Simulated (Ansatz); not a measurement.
Start from ScF3 in the ReO3 type structure (space group Pm-3m, No. 221; a = 4.0205 Å). Axes: x, y, z lie along the cube axes.

One thing is altered: biaxial strain −0.24 %, plane normal [110], relaxed out of plane (Cartesian); in-plane vectors clamped, the third vector and the atoms free.

Levels (all Ansatz, a program for electronic structure, PAW): PBEsol (420 eV, no spin-orbit coupling); r2SCAN (500 eV, without spin-orbit coupling); HSE06 (420 eV, no spin-orbit coupling).

One geometry, relaxed with PBEsol, under each level:

```json
[
 {"level": "PBEsol", "band gap": "6.27 eV", "lowest conduction level above the VBM at special points": "Γ 6.27 eV; S 6.31 eV; Z 6.31 eV; Σ₀ 7.19 eV", "pressure": "0.26 GPa"},
 {"level": "r2SCAN", "band gap": "…", "lowest conduction level above the VBM at special points": "…", "pressure": "…"},
 {"level": "HSE06", "band gap": "8.85 eV", "lowest conduction level above the VBM at special points": "Γ 8.85 eV; S 8.89 eV; Z 8.89 eV", "pressure": "–"}
]
```

Give the withheld r2SCAN results.


- r2SCAN, band gap: 7.03 eV
- r2SCAN, lowest conduction level above the VBM at special points: Γ 7.03 eV; S 7.07 eV; Z 7.07 eV; Σ₀ 7.91 eV
- r2SCAN, pressure: 1.02 GPa

Single points use the geometry relaxed with PBEsol. Their cutoffs differ, which shifts pressures a little. HSE06 gaps are upper bounds (no full band path). Whether these cells are dynamically stable was not tested. The base started in R32 and relaxed to Pm-3m at this level. The final runs are not spin-polarised. Labels are those of the standard path for the cell's own space group.
